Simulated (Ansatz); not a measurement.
Data:

```xyz
2
Lattice="0.0000 2.6645 2.6645 2.6645 0.0000 2.6645 2.6645 2.6645 0.0000" Properties=species:S:1:pos:R:3 pbc="T T T"
Mg     0.0000     0.0000     0.0000
Se     2.6645     2.6645     2.6645
```

Computed with PBEsol with spin-orbit coupling, rigid bands (plane waves, PAW; Ansatz, a program for electronic structure). Condition of this run: hydrostatic pressure 5 GPa (the target of the relaxation). Cell: cell and atoms relaxed with PBEsol, then loaded as said.

Q: What conductivity effective mass do dilute holes have at 300 K?

A: 0.88 mₑ.

Q: Predict the electron conductivity mass (n e² τ/σ) at 300 K, by direction if it differs.

A: 0.30 mₑ.

Q: And the band gap?

A: 1.74 eV at this level; semilocal functionals usually fall short of the measured gap.

Rigid bands, one relaxation time for all states, no polarons.
